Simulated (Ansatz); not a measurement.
Inside the gap of an insulator the Bloch states are evanescent, with a wavenumber k + iκ along the transport direction.

Data:

```yaml
crystal:
  lattice:
    - [4.33163, 0.00000, 0.00000]
    - [0.00000, 4.33163, 0.00000]
    - [0.00000, 0.00000, 4.33163]
  atoms:
    - { symbol: Cu, position: [0.75000, 0.75000, 0.75000] }
    - { symbol: Cu, position: [0.75000, 0.25000, 0.25000] }
    - { symbol: Cu, position: [0.25000, 0.25000, 0.75000] }
    - { symbol: Cu, position: [0.25000, 0.75000, 0.25000] }
    - { symbol: O, position: [0.50000, 0.50000, 0.50000] }
    - { symbol: O, position: [0.00000, 0.00000, 0.00000] }
```

The cell is strained (all lengths scaled by 1.02); by r2SCAN it stands under a pressure of -6.6 GPa.

Transport runs along the normal of the first two printed cell vectors, the (001) plane of the conventional cell.

The gap is the functional's own, uncorrected, and κ follows it; spin-orbit coupling is left out. Mid-gap means the computed energy nearest the middle.

Predict the band gap and the smallest decay constant κ at mid-gap from r2SCAN in Ansatz (a program for electronic structure).

Gap 0.66 eV on a 8×8×8 mesh; κ = 0.111 1/Å, at the zone centre.
